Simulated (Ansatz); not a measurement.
BaAl₂O₄ (C2, No. 5, 14 atoms in the cell; start mp-1228007; a measured phase of this formula has another space group) was calculated with HSE06 (PAW; Ansatz, a quantum-chemistry and plane-wave program).

Numerical settings: plane-wave cutoff 460 eV, 4×4×2 k mesh (along the axes of the cell as run), Fermi–Dirac smearing 0.01 eV, scalar-relativistic PAW data made under PBE.

Cell (relaxed with PBEsol):

```yaml
crystal:
  lattice:
    - [4.49306, -2.59542, -0.00256]
    - [4.49306, 2.59542, -0.00256]
    - [-0.10516, 0.00000, 8.86816]
  atoms:
    - { symbol: Ba, position: [0.00258, 0.99641, 0.25024] }
    - { symbol: Ba, position: [0.00359, 0.99742, 0.74976] }
    - { symbol: Al, position: [0.67665, 0.65721, 0.44636] }
    - { symbol: Al, position: [0.34279, 0.32335, 0.55364] }
    - { symbol: Al, position: [0.33891, 0.32870, 0.94638] }
    - { symbol: Al, position: [0.67130, 0.66109, 0.05362] }
    - { symbol: O, position: [0.69972, 0.63285, 0.24990] }
    - { symbol: O, position: [0.36715, 0.30028, 0.75010] }
    - { symbol: O, position: [0.00469, 0.64578, 0.50940] }
    - { symbol: O, position: [0.35422, 0.99531, 0.49060] }
    - { symbol: O, position: [0.65716, 0.34284, 0.50000] }
    - { symbol: O, position: [0.99741, 0.35142, 0.98716] }
    - { symbol: O, position: [0.64858, 0.00259, 0.01284] }
    - { symbol: O, position: [0.34808, 0.65192, 0.00000] }
```

Question: Give the computed band gap and smallest direct gap on the k points sampled.

Answer: 
- band gap: 5.63 eV
- smallest direct gap on the k points sampled: 5.83 eV

Note: cell and atoms aren't relaxed at this level (largest force component 0.29 eV/Å).

Spin–orbit coupling is not included.

A start named mp-… is a Materials Project structure, which need not be a measured phase.
